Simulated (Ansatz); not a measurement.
Start from PbSe in the rock salt structure (space group Fm-3m, No. 225; a = 6.178 Å). Axes: x, y, z lie along the cube axes.

Calculations: DFT with r2SCAN, PAW potentials and a 500 eV plane-wave cutoff in Ansatz (a first-principles code), without spin-orbit coupling, earlier PAW set.

The change: tensile biaxial strain of 3.29 % in the plane normal to [111], as in epitaxy on a mismatched substrate; the out-of-plane cell vector and the atoms relax.

Question: What happens to the ratio −ε⊥/ε∥ and energy relative to the base?

Answer: The ratio −ε⊥/ε∥ amounts to 1.05; the energy increases by 14 meV/atom.

Stability against distortions was not tested.
